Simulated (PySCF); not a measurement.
PySCF 2.14.0, R2SCAN/def2-svpd, df: B(H)(I)2 (IBI), 4 atoms. The geometry is a generated start, not checked to be a minimum at this level.

```
Item                                                 Value
-------------------------  -------------------------------
task                                                energy
method                                              r2scan
basis                                            def2-svpd
two-electron scheme                        density fitting
mol.max_memory                                     3000 MB
mf.max_cycle                                           100
mf.conv_tol                                1e-09 (default)
mf.grids.level                                 3 (default)
effective core potentials  those of the basis set, past Kr
basis functions                                         98
grid points                                          67776
```

```xyz
4

B     -0.1476    -0.1003    -0.1185
H     -1.0394    -0.6200    -0.6652
I      0.1428     1.9512    -0.3876
I      1.0442    -1.2309     1.1713
```

With the defaults (mf.DIIS = CDIIS, mf.diis = true, mf.damp = 0, mf.diis_start_cycle = 1, mf.diis_space = 8, mf.init_guess = minao, mf.level_shift = 0) it converges in 15 Fock builds. One run each on 2 threads, 1 BLAS thread, with these changes:
- mf.diis_space = 12
- mf.diis = false
- mf.DIIS = EDIIS
- mf.level_shift = 1 Hartree
- mf.init_guess = huckel
- mf.level_shift = 0.3 Hartree
- mf.damp = 0.3, mf.diis_start_cycle = 4
- mf.init_guess = 1e
- mf.init_guess = atom

Q: Name the settings that don't reach the solution of the defaults.

A: No convergence: mf.DIIS = EDIIS; mf.diis = false (the run ends without SCF convergence in 100 cycles). The rest reach the solution of the defaults.

```csv
setting,Fock builds,end
mf.init_guess = atom,11,same solution
mf.init_guess = huckel,14,same solution
the defaults,15,same solution
mf.diis_space = 12,15,same solution
mf.init_guess = 1e,17,same solution
"mf.damp = 0.3, mf.diis_start_cycle = 4",18,same solution
mf.level_shift = 0.3 Hartree,21,same solution
mf.level_shift = 1 Hartree,47,same solution
mf.DIIS = EDIIS,101,no convergence
mf.diis = false,101,no convergence
```
